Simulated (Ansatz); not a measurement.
The cell is built on a prototype and need not be the phase stable at ambient conditions.

By PBEsol, the system below comes out a metal.

A figure of merit of an interconnect metal is its ballistic conductance per area.

```
CELL_PARAMETERS angstrom
      3.86393     0.00000     0.00000
     -1.93197     3.34626     0.00000
      1.93197     1.11542     3.15489
ATOMIC_POSITIONS crystal
  Rh 0.50000 0.25000 0.25000
  Rh 0.00000 0.50000 0.50000
```

Space group of this cell: Fd-3m, diamond. The cell was relaxed by PBE-D3(BJ); by PBEsol its mean pressure is -2.5 GPa.

The current flows along the normal of the first two printed cell vectors. No spin-orbit coupling; the value is a mean over 0.1 eV about the Fermi level.

Problem. Predict the ballistic conductance per area from PBEsol (Ansatz, a program for electronic structure).

Solution. 1.2 × 10¹⁵ S/m² for both spins.
